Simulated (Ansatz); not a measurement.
```xyz
4
Lattice="3.8454 0.0000 0.0000 0.0000 3.8454 0.0000 0.0000 0.0000 3.8454" Properties=species:S:1:pos:R:3 pbc="T T T"
Nb     0.0000     0.0000     0.0000
Rh     0.0000     1.9227     1.9227
Rh     1.9227     0.0000     1.9227
Rh     1.9227     1.9227     0.0000
```

These are PBEsol, DFPT electron-phonon coupling, linearised Boltzmann equation (plane waves, PAW, scalar-relativistic; Ansatz, an electronic-structure program) values and carry that method's errors. How the cell was made: relaxed with this functional, without spin-orbit coupling.

Problem. Estimate the phonon-limited resistivity at 300 K, by direction if it differs.

Solution. 8.2 μΩ·cm.

Problem. How long is the mean free path there?

Solution. 13.3 nm, weighted by the current that each state carries. Wires not much wider than this gain resistivity from their walls.

A metal at this level (no band gap). Only scattering by harmonic phonons is included (no impurities, grain boundaries, electron-electron scattering or thermal expansion). Spin-orbit coupling is left out. The run warned that the eigensolver left some states short of its tolerance. Halving the electron mesh (24x24x24) moves the resistivity by up to 4 % at 300 K, the mean free path by up to 1 %. Smearing 0.20 eV; phonons on a 4x4x4 q mesh, which this run doesn't test.

Formula and space group known from diffraction (Crystallography Open Database), not checked to be the room-temperature form: NbRh3 (Pm-3m).
